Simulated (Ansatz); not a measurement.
**What pressure 30 GPa does to VBiO4**

Start from VBiO$_{4}$ (space group I4_1/a, No. 88; a = 5.1214 Å, c = 11.6213 Å).

The change: a hydrostatic pressure of 30 GPa.

Calculations: r2SCAN in Ansatz (plane waves to 500 eV, PAW, without spin-orbit coupling). Settings: 7×7×7 k-points, 0.05 eV Fermi–Dirac smearing.

The density rises by 1.185 g/cm³, from 7.06 g/cm³ to 8.24 g/cm³ and the c/a ratio shrinks by 0.060 (2.269 → 2.209). The shortest interatomic distance falls by 0.0288 Å (1.723 Å → 1.695 Å) and the enthalpy H = E + PV relative to the base's energy comes out as +2.19 eV/atom. The band gap shrinks by 0.794 eV to 1.66 eV (an upper bound: an edge found on the path is not a true extremum; the changed cell).

Spin-orbit coupling, missing from the scalar runs, can matter with Bi. Load acts through the strain it causes; cell and atoms are relaxed under it. No phonon test of stability was made. No other phases were tried under pressure. Seeded moments were not kept for the base. The final runs are not spin-polarised.

Ansatz is an electronic-structure program.
